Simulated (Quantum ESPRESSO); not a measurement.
A working Quantum ESPRESSO input for SiPbO3 (Pm-3m, 5 atoms in the cell) (DFT, LDA (PW92), plane waves, PseudoDojo standard norm-conserving (LDA) pseudopotentials):

```fortran
&CONTROL
   calculation = 'scf'
   prefix = 'scf'
   outdir = './tmp/'
   pseudo_dir = './'
   tprnfor = .true.
   tstress = .true.
/
&SYSTEM
   ibrav = 0
   nat = 5
   ntyp = 3
   ecutwfc = 85
   occupations = 'fixed'
   nbnd = 22
/
&ELECTRONS
   conv_thr = 1.0d-10
   mixing_beta = 0.4
/
ATOMIC_SPECIES
Si    28.0850  Si.upf
Pb   207.2000  Pb.upf
O     15.9990  O.upf
CELL_PARAMETERS {bohr}
   7.0830336658     0.0000000000     0.0000000000
   0.0000000000     7.0830336658     0.0000000000
   0.0000000000     0.0000000000     7.0830336658
ATOMIC_POSITIONS {angstrom}
Si    1.8740900000    1.8740900000    1.8740900000
Pb    0.0000000000    0.0000000000    0.0000000000
O     1.8740900000    1.8740900000    0.0000000000
O     0.0000000000    1.8740900000    1.8740900000
O     1.8740900000    0.0000000000    1.8740900000
K_POINTS {automatic}
6 6 6  0 0 0
```

The run converged in 11 iterations: free energy E − TS -3378.6811 eV; top of the valence band (on the code's own zero) 11.78 eV; gap on the k-point mesh 1.34 eV; pressure -13.09 GPa. Each of these slips is then made, one at a time:

(1)
```diff
-   pseudo_dir = './'
+   pseudo_dir = './pseudo'
```

(2)
```diff
-   conv_thr = 1.0d-10
+   conv_thr = 1.0d-3
```

(3)
```diff
-   ntyp = 3
+   ntyp = 4
```

**Question.** How does each altered input end?

**Answer.** 
(1) A wrong folder for the potentials. The program stopped before any SCF iteration.
```
Error in routine readpp (1):
file ./pseudo/Si.upf not found
```

(2) A convergence threshold that is too loose. The run converged in 5 iterations without an error; against the sound input the free energy hardly moves (within 1 meV/atom), the pressure goes from -13.09 to -12.33 GPa and the gap on the mesh hardly changes (1.335 to 1.340 eV).

(3) A species count that does not match the list of species. The program stopped before any SCF iteration.
```
Error in routine  card_atomic_species (5010):
cannot read atomic specie from: CELL_PARAMETERS {bohr}
```

The starting cell comes from a database of computed structures (which also holds hypothetical and non-ambient phases and stackings), without a prior relaxation at this level. Spin-orbit coupling is off. In the base run, with a pressure of about -13 GPa the cell is away from its equilibrium volume at this level.

Left out of this page: 4 runs of the series outside the window shown, repeating another row's setting, or not comparable.
